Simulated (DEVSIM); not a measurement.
Structure: Schottky contact on p-type Si, at 400 K.

```
layer (left to right)  material  thickness (μm)  Na (cm⁻³)  τn (s)  τp (s)
---------------------  --------  --------------  ---------  ------  ------
1                            Si            15.0     6.3e16  1.2e-5  1.2e-5
```

Left contact: Schottky, work function 4.684 eV, emission velocity 1.1e7 cm/s. Right contact: ohmic. Voltage is applied to the left contact. Recombination: SRH at mid-gap, radiative. Mobility is constant in doping.

This is a model device: material constants are rounded textbook-type values typed into the input, and sizes, dopings and lifetimes were drawn at random. Values at 300 K; Nc and Nv go as T^1.5, mobilities as T to minus their exponent, the gap by Varshni's rule with the affinity fixed.

```
parameter               Si
----------------  --------
gap (eV)             1.124
affinity (eV)         4.05
permittivity          11.7
Nc (cm⁻³)          2.86e19
Nv (cm⁻³)           3.1e19
μn (cm²/Vs)           1417
μp (cm²/Vs)            470
T exponent of μn       2.3
T exponent of μp       2.2
B (cm³/s)          4.7e-15
Varshni α (eV/K)  0.000473
Varshni β (K)          636
```

Simulated with DEVSIM: 1D drift-diffusion, Boltzmann statistics, complete ionisation; no tunnelling, impact ionisation, image-force lowering or self-heating. Metal contacts follow the ideal Schottky-Mott rule: no Fermi-level pinning, no interface dipoles.

The doping Na of layer 1 was swept, all else fixed.

```
doping Na of layer 1 (cm^-3)  largest field in the device at zero bias (V/cm)  potential step across the device at zero bias (V)
----------------------------  -----------------------------------------------  -------------------------------------------------
1.9e15                                                                   6800                                              0.113
6.3e15                                                                  15000                                              0.155
1.9e16                                                                  30000                                              0.193
6.3e16                                                                  62000                                              0.234
1.9e17                                                                 120000                                              0.272
6.3e17                                                                 230000                                              0.313
1.9e18                                                                 420000                                              0.351
```

From the first row to the last the largest field in the device at zero bias goes from 6800 to 420000. From the first row to the last the potential step across the device at zero bias goes from 0.113 to 0.351.
